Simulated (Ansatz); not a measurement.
The reference is GaSb in the zinc blende structure (space group F-43m, No. 216).

```xyz
2
Lattice="0.0000 3.0662 3.0662 3.0662 0.0000 3.0662 3.0662 3.0662 0.0000" Properties=species:S:1:pos:R:3 pbc="T T T"
Ga     0.0000     0.0000     0.0000
Sb     1.5331     1.5331     1.5331
```

Cartesian axes are those of the cell as printed.

The values are results of r2SCAN (Ansatz, a program for electronic structure; PAW; 500 eV plane waves; no SOC), not measurements.

For the base:

- Gap character: direct at Γ
- Pressure: 0.01 GPa
- Band gap: 0.41 eV

Perturbation: tensile biaxial strain of 2.50 % in the plane normal to [111], as in epitaxy on a mismatched substrate; the out-of-plane cell vector and the atoms relax.

**Question.** How does this affect the gap character, pressure and band gap?

**Answer.** The gap character goes from direct at Γ to indirect, Γ–S₀ (7 % along) → Γ; the pressure (mean of the normal stresses, compression positive) decreases by 1.86 GPa (0.01 GPa → -1.85 GPa); the band gap shrinks by 0.28 eV, from 0.41 eV to 0.13 eV.

With Sb present, leaving out spin-orbit coupling can change the band edges. Stability against distortions was not tested. The zero or small gap of GaSb under biaxial strain +2.50 %, plane normal [111], relaxed out of plane can change with the level of theory. Labels are those of the standard path for the cell's own space group.
